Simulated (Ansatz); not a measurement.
A set of cells, compared by their Bader charge of H.

Cell A: a slab of Al (fcc, Fm-3m) cut along (111), 47 atoms, hexagonal cell of 8.57 Å (63.6 Å²), symmetry Cm, 13.6 Å thick under 15 Å of vacuum, in-plane vectors held at the crystal's; planes from bottom to top: Al9 × 5 | H2; added, foreign or displaced atoms, above the top plane: H with no bond to the solid, its nearest contact H···Al 4.33 Å; H with no bond to the solid, its nearest contact H···Al 4.36 Å; spin state with PBE: run without spin, k-point mesh 5×5×1.
```
Al45H2
1.0
    8.57249     0.00000     0.00000
    4.28625     7.42399     0.00000
    0.00000     0.00000    28.32596
Al H
45 2
Direct
  0.88875   0.22250   0.27829
  0.22208   0.22250   0.27829
  0.55541   0.22251   0.27828
  0.88875   0.55584   0.27828
  0.22209   0.55583   0.27828
  0.55542   0.55583   0.27828
  0.88875   0.88917   0.27829
  0.22208   0.88918   0.27829
  0.55542   0.88917   0.27829
  0.99988   0.00028   0.36227
  0.33318   0.00028   0.36227
  0.66653   0.00028   0.36227
  0.99987   0.33360   0.36227
  0.33319   0.33361   0.36227
  0.66653   0.33361   0.36227
  0.99986   0.66695   0.36227
  0.33318   0.66697   0.36227
  0.66652   0.66695   0.36227
  0.11097   0.11140   0.44541
  0.44430   0.11139   0.44542
  0.77764   0.11139   0.44542
  0.11097   0.44472   0.44542
  0.44430   0.44473   0.44542
  0.77764   0.44472   0.44542
  0.11097   0.77805   0.44542
  0.44431   0.77805   0.44542
  0.77764   0.77806   0.44542
  0.88873   0.22252   0.52857
  0.22208   0.22252   0.52857
  0.55541   0.22250   0.52856
  0.88875   0.55584   0.52857
  0.22208   0.55584   0.52857
  0.55542   0.55584   0.52857
  0.88875   0.88916   0.52857
  0.22209   0.88915   0.52855
  0.55543   0.88916   0.52857
  0.99985   0.00028   0.61255
  0.33320   0.00028   0.61255
  0.66653   0.00028   0.61255
  0.99987   0.33359   0.61255
  0.33319   0.33360   0.61254
  0.66654   0.33360   0.61254
  0.99987   0.66695   0.61254
  0.33320   0.66694   0.61254
  0.66652   0.66695   0.61254
  0.14455   0.04423   0.75658
  0.19509   0.94316   0.75706
```

Cell B: a slab of Al (fcc, Fm-3m) cut along (111), 47 atoms, hexagonal cell of 8.57 Å (63.6 Å²), symmetry Cm, 13.7 Å thick under 13 Å of vacuum, in-plane vectors held at the crystal's; planes from bottom to top: Al9 × 5 | H × 2; added, foreign or displaced atoms, above the top plane: H with no bond to the solid, its nearest contact H···Al 3.82 Å; H with no bond to the solid, its nearest contact H···Al 4.50 Å; spin state with PBE: run without spin, k-point mesh 5×5×1.
```
CELL_PARAMETERS angstrom
      8.57249     0.00000     0.00000
      4.28625     7.42399     0.00000
      0.00000     0.00000    26.92903
ATOMIC_POSITIONS crystal
  Al 0.88850 0.22299 0.29080
  Al 0.22184 0.22299 0.29080
  Al 0.55517 0.22300 0.29081
  Al 0.88851 0.55632 0.29080
  Al 0.22184 0.55632 0.29081
  Al 0.55517 0.55632 0.29081
  Al 0.88851 0.88966 0.29081
  Al 0.22184 0.88966 0.29080
  Al 0.55517 0.88966 0.29081
  Al 0.99963 0.00077 0.37914
  Al 0.33294 0.00077 0.37914
  Al 0.66628 0.00077 0.37915
  Al 0.99962 0.33410 0.37914
  Al 0.33295 0.33410 0.37914
  Al 0.66628 0.33410 0.37914
  Al 0.99961 0.66743 0.37915
  Al 0.33294 0.66744 0.37915
  Al 0.66629 0.66743 0.37915
  Al 0.11072 0.11189 0.46662
  Al 0.44405 0.11188 0.46661
  Al 0.77740 0.11188 0.46661
  Al 0.11073 0.44520 0.46661
  Al 0.44406 0.44521 0.46661
  Al 0.77740 0.44520 0.46661
  Al 0.11072 0.77854 0.46661
  Al 0.44406 0.77854 0.46661
  Al 0.77740 0.77854 0.46661
  Al 0.88851 0.22299 0.55409
  Al 0.22183 0.22299 0.55409
  Al 0.55517 0.22300 0.55406
  Al 0.88851 0.55631 0.55407
  Al 0.22184 0.55632 0.55407
  Al 0.55517 0.55632 0.55407
  Al 0.88850 0.88965 0.55407
  Al 0.22184 0.88966 0.55406
  Al 0.55518 0.88965 0.55407
  Al 0.99959 0.00075 0.64239
  Al 0.33299 0.00075 0.64239
  Al 0.66629 0.00076 0.64240
  Al 0.99963 0.33408 0.64244
  Al 0.33296 0.33410 0.64241
  Al 0.66628 0.33410 0.64241
  Al 0.99962 0.66743 0.64241
  Al 0.33296 0.66742 0.64241
  Al 0.66628 0.66743 0.64241
  H  0.16702 0.99929 0.77410
  H  0.18355 0.96624 0.80047
```

Cell C: a slab of Al (fcc, Fm-3m) cut along (111), 47 atoms, hexagonal cell of 8.57 Å (63.6 Å²), symmetry Cm, 11.4 Å thick under 15 Å of vacuum, in-plane vectors held at the crystal's; planes from bottom to top: Al9 × 5 | H2, its two faces unlike (dipole correction applied); added, foreign or displaced atoms, above the top plane: two times H bound to 1 Al at 1.62 Å; spin state with PBE: run without spin, k-point mesh 5×5×1.
```yaml
crystal:
  lattice:
    - [8.57249, 0.00000, 0.00000]
    - [4.28625, 7.42399, 0.00000]
    - [0.00000, 0.00000, 26.43013]
  atoms:
    - { symbol: Al, position: [0.88952, 0.22323, 0.29906] }
    - { symbol: Al, position: [0.22058, 0.22323, 0.29906] }
    - { symbol: Al, position: [0.55586, 0.22162, 0.29881] }
    - { symbol: Al, position: [0.88959, 0.55416, 0.29900] }
    - { symbol: Al, position: [0.22283, 0.55576, 0.29916] }
    - { symbol: Al, position: [0.55474, 0.55576, 0.29916] }
    - { symbol: Al, position: [0.88774, 0.88934, 0.29867] }
    - { symbol: Al, position: [0.22259, 0.88815, 0.29934] }
    - { symbol: Al, position: [0.55625, 0.88934, 0.29867] }
    - { symbol: Al, position: [0.99956, 0.99989, 0.38911] }
    - { symbol: Al, position: [0.33388, 0.99989, 0.38911] }
    - { symbol: Al, position: [0.66665, 0.00003, 0.38832] }
    - { symbol: Al, position: [0.00012, 0.33309, 0.38834] }
    - { symbol: Al, position: [0.33400, 0.33272, 0.38914] }
    - { symbol: Al, position: [0.66661, 0.33272, 0.38914] }
    - { symbol: Al, position: [0.99946, 0.66744, 0.38918] }
    - { symbol: Al, position: [0.33327, 0.66680, 0.38843] }
    - { symbol: Al, position: [0.66643, 0.66744, 0.38918] }
    - { symbol: Al, position: [0.11117, 0.11099, 0.47739] }
    - { symbol: Al, position: [0.44442, 0.11104, 0.47781] }
    - { symbol: Al, position: [0.77787, 0.11104, 0.47781] }
    - { symbol: Al, position: [0.11094, 0.44439, 0.47743] }
    - { symbol: Al, position: [0.44443, 0.44447, 0.47727] }
    - { symbol: Al, position: [0.77800, 0.44439, 0.47743] }
    - { symbol: Al, position: [0.11127, 0.77771, 0.47726] }
    - { symbol: Al, position: [0.44436, 0.77771, 0.47726] }
    - { symbol: Al, position: [0.77788, 0.77757, 0.47788] }
    - { symbol: Al, position: [0.89077, 0.22393, 0.56691] }
    - { symbol: Al, position: [0.21863, 0.22393, 0.56691] }
    - { symbol: Al, position: [0.55610, 0.22114, 0.56577] }
    - { symbol: Al, position: [0.89079, 0.55176, 0.56692] }
    - { symbol: Al, position: [0.22399, 0.55692, 0.56638] }
    - { symbol: Al, position: [0.55242, 0.55692, 0.56638] }
    - { symbol: Al, position: [0.88774, 0.88924, 0.56589] }
    - { symbol: Al, position: [0.22380, 0.88573, 0.56634] }
    - { symbol: Al, position: [0.55636, 0.88924, 0.56589] }
    - { symbol: Al, position: [0.99862, 0.99886, 0.65429] }
    - { symbol: Al, position: [0.33585, 0.99886, 0.65429] }
    - { symbol: Al, position: [0.66670, 0.99993, 0.65492] }
    - { symbol: Al, position: [0.00004, 0.33326, 0.66680] }
    - { symbol: Al, position: [0.33580, 0.33194, 0.65428] }
    - { symbol: Al, position: [0.66559, 0.33194, 0.65428] }
    - { symbol: Al, position: [0.99884, 0.66899, 0.65428] }
    - { symbol: Al, position: [0.33365, 0.66603, 0.66886] }
    - { symbol: Al, position: [0.66551, 0.66899, 0.65428] }
    - { symbol: H, position: [0.99809, 0.33715, 0.72808] }
    - { symbol: H, position: [0.33400, 0.66532, 0.73008] }
```

All numbers come from Ansatz (a quantum-chemistry and plane-wave program), plane waves with PAW, its default PAW set, cutoff 420 eV. The structures are at rest with PBE, within the held lattices. Neutral cells; Fermi-Dirac smearing of at most 0.10 eV in the solids, energies taken to zero width. Larger cells are relaxed from a start prepared with the learned potential CHGNet, on a coarser mesh till forces fall under 0.03 eV/Å, which some starts already meet. No structure search was made; lower ones may exist. No correction for cell size. A dispersion term ran beside these levels; it doesn't touch the electrons. Electrons of density maxima off the nuclei are shared among the atoms. Mean over the atoms, with the range where they differ; positive means electrons lost.

Question: Give the Bader charge of H (e) at the level PBE, cell by cell.

Answer: 
| cell | PBE |
|---|---|
| A | 0.00 |
| B | -0.01 |
| C | -0.66 |

With PBE the value is lowest for C and highest for A.
